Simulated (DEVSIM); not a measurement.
abrupt Si p-n junction

System: abrupt Si p-n junction, at 250 K.

```csv
layer (left to right),material,thickness (μm),Nd (cm⁻³),Na (cm⁻³),τn (s),τp (s)
1,Si,4.90,-,1.1e16,2.3e-6,2.3e-6
2,Si,0.850,1.2e17,-,2.3e-6,2.3e-7
```

Left contact: ohmic. Right contact: ohmic. Voltage is applied to the left contact. Recombination: SRH at mid-gap, radiative, Auger. Mobility is constant in doping.

This is a model device: material constants are rounded textbook-type values typed into the input, and sizes, dopings and lifetimes were drawn at random. Values at 300 K; Nc and Nv go as T^1.5, mobilities as T to minus their exponent, the gap by Varshni's rule with the affinity fixed.

| parameter | Si |
|---|---|
| gap (eV) | 1.124 |
| affinity (eV) | 4.05 |
| permittivity | 11.7 |
| Nc (cm⁻³) | 2.86e19 |
| Nv (cm⁻³) | 3.1e19 |
| μn (cm²/Vs) | 1417 |
| μp (cm²/Vs) | 470 |
| T exponent of μn | 2.3 |
| T exponent of μp | 2.2 |
| B (cm³/s) | 4.7e-15 |
| Cn (cm⁶/s) | 2.8e-31 |
| Cp (cm⁶/s) | 9.9e-32 |
| Varshni α (eV/K) | 0.000473 |
| Varshni β (K) | 636 |

Model (solved in DEVSIM): 1D drift-diffusion, Boltzmann statistics, complete ionisation; no tunnelling, impact ionisation, image-force lowering or self-heating.

```json
{
  "potential_step_across_the_device_at_zero_bias": "0.859 V",
  "largest_field_in_the_device_at_zero_bias": "51000 V/cm",
  "Dark forward voltage at 1 A/cm²": "0.693 V",
  "Dark forward voltage at 100 A/cm²": "0.800 V"
}
```

Dark reverse current:

```csv
V (V),J (A/cm²)
-0.04,-4.7e-12
-0.10,-9.5e-12
-0.20,-1.6e-11
-0.30,-2.2e-11
-0.40,-2.8e-11
-0.60,-3.8e-11
-0.80,-4.7e-11
-1.00,-5.5e-11
-1.30,-6.7e-11
-1.60,-7.7e-11
-2.00,-9.0e-11
```

Dark forward current:

(V (V), J (A/cm²)): (0.05, 1.3e-11); (0.10, 5.5e-11); (0.15, 2.0e-10); (0.20, 7.5e-10); (0.25, 3.3e-9); (0.30, 1.9e-8); (0.35, 1.5e-7); (0.40, 1.3e-6); (0.45, 1.3e-5); (0.50, 0.00013); (0.55, 0.0013); (0.60, 0.013); (0.65, 0.14); (0.70, 1.4); (0.75, 13); (0.80, 100); (0.85, 460); (0.90, 1300); (0.95, 2700)
